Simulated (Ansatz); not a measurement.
The parent structure is AlRu in the CsCl type structure (space group Pm-3m, No. 221; a = 2.9832 Å; relaxed with 0.1 eV smearing).

Method: r2SCAN (Ansatz, an electronic-structure program; PAW; 500 eV plane waves; no spin-orbit coupling).

Before the change:

* **Pressure**: 0.0 GPa

The change: an isotropic linear strain of −3.00 %; the atoms relax in the strained cell.

### Question
What happens to the pressure and energy relative to the base?

### Answer
The pressure goes from zero to 24.5 GPa; the energy rises by 82 meV/atom.

No phonon test of stability was made. The final runs are not spin-polarised.
